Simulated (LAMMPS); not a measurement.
MD of CoAl (CsCl type) at zero pressure, 1024 atoms, as a crystal; each row is its own run.

Computed with classical MD, pair style meam, file MoCoNiVFeAlCr_2nn.meam, run in LAMMPS.

```
T (K)  volume (Å³/atom)
-----  ----------------
200              11.782
300              11.827
860              12.120
1140             12.293
1710             12.705
2000             12.957
2280             13.231
```

Fit a straight line, y = a + b x, to these rows (x is the first column, y the second) and predict the run at x = 1420.

Least squares gives a = 11.587 and b = 0.0006841. At x = 1420 the fit predicts 12.558 Å³/atom. The run itself gave 12.489 ± 0.001 Å³/atom, so the fit is 0.55 % high.

Caution (rows 860; 1140; 1420; 1710; 2000; 2280): a run this short can hold a crystal over, or a liquid under, the potential's own melting point, which these runs don't give.
